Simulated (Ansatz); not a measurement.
Hg (R-3m, No. 166, 1 atoms in the cell) was calculated with PBEsol-D3(BJ) (Ansatz, a quantum-chemistry and plane-wave program, plane waves, PAW).

Numerical settings: plane-wave cutoff 520 eV, 20×20×20 k mesh, Fermi–Dirac smearing 0.05 eV, scalar-relativistic PAW data made under PBE.

Cell (relaxed at this level):

Space group R-3m, hexagonal axes (No. 166); a = 3.326 Å, b = 3.326 Å, c = 6.842 Å, α = 90.00°, β = 90.00°, γ = 120.00°

```json
[
 {"atom": "Hg", "site": "3a", "symmetry": "-3m", "x": "0.0000", "y": "0.0000", "z": "0.0000"}
]
```
(The calculation used a cell of 1 atom; values per cell refer to that cell.)

Q: Predict the bulk modulus B0 and pressure derivative B′ of the bulk modulus.

A: 
bulk modulus B0: 52.4 GPa
pressure derivative B′ of the bulk modulus: 10.2

The run finds no gap.

Note: the relaxation could not lower the start's symmetry, so the cell can be a saddle point above a distorted one; the bulk modulus comes from volumes at which shape and atoms were relaxed.

Spin–orbit coupling is not included; it can shift volumes and moduli of such heavy elements.

The computed numbers hold no vibrational or temperature effects.

Computing time: about 7 core-minutes (a rough figure).
